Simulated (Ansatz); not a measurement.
**Si₃N₄ (P6₃/m, No. 176)**

All values below come from r²SCAN (Ansatz, an electronic-structure program, PAW).

Settings: plane-wave cutoff 600 eV, 6×6×12 k mesh (along the axes of the cell as run), scalar-relativistic PAW data made under PBE.

Cell: relaxed at this level.

- Voigt–Reuss–Hill bulk modulus: 255 GPa
- Voigt–Reuss–Hill shear modulus (Hill average): 131 GPa
- Young modulus: 336 GPa
- Poisson ratio: 0.280

Elastic constants are with the ions relaxed.

Static lattice: no zero-point or thermal effects.
